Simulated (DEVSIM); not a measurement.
System: abrupt InP p-n junction, at 250 K.

```csv
layer (left to right),material,thickness (μm),Nd (cm⁻³),Na (cm⁻³),τn (s),τp (s)
1,InP,0.530,-,2e16,7.3e-9,7.3e-9
2,InP,1.40,1.8e15,-,7.3e-9,7.3e-9
```

Left contact: ohmic. Right contact: ohmic. Voltage is applied to the left contact. Recombination: SRH at mid-gap. Mobility is μmin + (μ − μmin)/(1 + (N/Nref)^α).

Constants are typed, rounded textbook-type inputs, not results; the design itself was drawn at random and stands for no fabricated device. Values at 300 K; Nc and Nv go as T^1.5, mobilities as T to minus their exponent, the gap by Varshni's rule with the affinity fixed.

```
parameter              InP
----------------  --------
gap (eV)             1.344
affinity (eV)         4.38
permittivity          12.5
Nc (cm⁻³)           5.7e17
Nv (cm⁻³)           1.1e19
μn (cm²/Vs)           5200
μp (cm²/Vs)            170
μn,min                 400
μp,min                  10
Nref,n                3e17
Nref,p              4.9e17
αn                    0.47
αp                    0.62
T exponent of μn         2
T exponent of μp         2
Varshni α (eV/K)  0.000363
Varshni β (K)          162
```

Simulated with DEVSIM: 1D drift-diffusion, Boltzmann statistics, complete ionisation; no tunnelling, impact ionisation, image-force lowering or self-heating.

The thickness of layer 1 was swept, all else fixed.

| thickness of layer 1 (μm) | dark forward voltage at 1 A/cm² (V) | dark forward voltage at 100 A/cm² (V) |
|---|---|---|
| 0.11 | 0.930 | 1.039 |
| 0.19 | 0.943 | 1.050 |
| 0.32 | … | … |
| 0.53 | 0.964 | 1.073 |
| 0.9 | 0.974 | 1.083 |
| 1.6 | 0.982 | 1.094 |
| 2.7 | 0.988 | 1.107 |

Q: Some entries are withheld; supply them.

A: 
- 0.32, dark forward voltage at 1 A/cm² (V): 0.955
- 0.32, dark forward voltage at 100 A/cm² (V): 1.062
